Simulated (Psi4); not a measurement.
Psi4 1.11, unrestricted PBE/def2-svpd: chlorobenzene cation (Clc1ccccc1), charge +1, multiplicity 2, 12 atoms. The geometry is a generated start, not checked to be a minimum at this level.

task: energy
method: pbe
basis: def2-svpd
memory: 3 GB
maxiter: 100
keys of the molecule block: symmetry c1
scf_type: df (default)
e_convergence: 1e-06 (default)
d_convergence: 1e-06 (default)
dft_radial_points: 75 (default)
dft_spherical_points: 302 (default)
basis functions: 187
grid points: 255747

```xyz
12

Cl     3.0433     0.2079    -0.0108
C      1.3168     0.0900    -0.0056
C      0.5546     1.2467     0.0075
C     -0.8262     1.1448     0.0126
C     -1.4362    -0.0984     0.0051
C     -0.6629    -1.2468    -0.0073
C      0.7188    -1.1593    -0.0129
H      1.0372     2.2119     0.0126
H     -1.4255     2.0429     0.0224
H     -2.5133    -0.1711     0.0103
H     -1.1336    -2.2184    -0.0113
H      1.3270    -2.0502    -0.0226
```

Charge 1 and multiplicity 2 are set for this test and not shown to be the ground state.

With the defaults (diis_max_vecs = 10, diis = true, scf_initial_accelerator = adiis, damping_percentage = 0, level_shift = 0, level_shift_cutoff = 0.01, soscf = false, soscf_start_convergence = 0.01, guess = auto, which took SAD) it converges in 13 SCF iterations. One run each on 2 threads, with these changes:
- scf_initial_accelerator = none
- level_shift = 0.5, level_shift_cutoff = 0.001
- guess = sadno
- diis = false, scf_initial_accelerator = none, damping_percentage = 60
- diis_max_vecs = 6
- guess = modhuckel
- diis_max_vecs = 3
- level_shift = 0.1, level_shift_cutoff = 0.001
- soscf = true, soscf_start_convergence = 0.1

Task: Name the settings that don't reach the solution of the defaults.

Result: No convergence: diis_max_vecs = 3; diis = false, scf_initial_accelerator = none, damping_percentage = 60 (the run ends without SCF convergence in 100 iterations). The rest reach the solution of the defaults.

```
setting                                                                SCF iterations  JK calls             end
---------------------------------------------------------------------  --------------  --------  --------------
level_shift = 0.5, level_shift_cutoff = 0.001                                      12        13   same solution
scf_initial_accelerator = none                                                     12        13   same solution
the defaults                                                                       13        14   same solution
diis_max_vecs = 6                                                                  13        14   same solution
guess = modhuckel                                                                  14        31   same solution
guess = sadno                                                                      14        14   same solution
level_shift = 0.1, level_shift_cutoff = 0.001                                      15        16   same solution
soscf = true, soscf_start_convergence = 0.1                                        31       162   same solution
diis_max_vecs = 3                                                                 100       101  no convergence
diis = false, scf_initial_accelerator = none, damping_percentage = 60             100       101  no convergence
```

An SOSCF iteration holds several JK calls; a Hückel guess adds calls on atoms. 1 further run of the study ended by our limits or in an error and is left out.
